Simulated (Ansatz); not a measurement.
Pressure series in SiO2

The parent structure is SiO2 (space group P3_121, No. 152; a = 5.020 Å, c = 5.509 Å).

Cell and atoms are relaxed at each pressure.

All numbers come from plane-wave PAW DFT at the PBE level (Ansatz, a program for electronic structure, 420 eV), spin-orbit coupling left out, earlier PAW set.

Candidates:
(a) pressure 9 GPa
(b) pressure −1 GPa
(c) pressure 1.8 GPa
(d) pressure 45 GPa

Base values:

| Property | Value |
|---|---|
| Band gap | 5.68 eV |

### Question
Order them by band gap, highest first.

### Answer
(d) pressure 45 GPa (6.92 eV), (a) pressure 9 GPa (6.21 eV), (c) pressure 1.8 GPa (5.81 eV), (b) pressure −1 GPa (5.58 eV)

Load acts through the strain it causes; cell and atoms are relaxed under it. Whether these cells are dynamically stable was not tested. No other phases were tried under pressure.
